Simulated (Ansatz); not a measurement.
# ScAl₃ in the Cu3Au type structure (space group Pm-3m, No. 221)

```cif
data_Al3Sc
_chemical_formula_sum 'Al3 Sc1'
_space_group_name_H-M_alt 'Pm-3m'
_space_group_IT_number 221
_space_group_name_Hall '-P 4 2 3'
_cell_length_a 4.07175
_cell_length_b 4.07175
_cell_length_c 4.07175
_cell_angle_alpha 90.000
_cell_angle_beta 90.000
_cell_angle_gamma 90.000
loop_
_atom_site_label
_atom_site_type_symbol
_atom_site_symmetry_multiplicity
_atom_site_Wyckoff_symbol
_atom_site_fract_x
_atom_site_fract_y
_atom_site_fract_z
_atom_site_occupancy
Al1 Al 3 c 0.00000 0.50000 0.50000 1
Sc1 Sc 1 a 0.00000 0.00000 0.00000 1
```

All numbers come from plane-wave PAW DFT at the PBEsol level (Ansatz, an electronic-structure program, 420 eV), scalar-relativistic without spin-orbit coupling. Settings: 12×12×12 k-points, 0.05 eV Fermi–Dirac smearing.

```json
{
  "volume_per_atom": "16.88 Å³",
  "density": "3.10 g/cm³",
  "band_gap": "zero",
  "total_energy": "-921.727 eV/atom (σ→0; compares only within this code and set-up)"
}
```

Whether these cells are dynamically stable was not tested. The final runs are not spin-polarised.
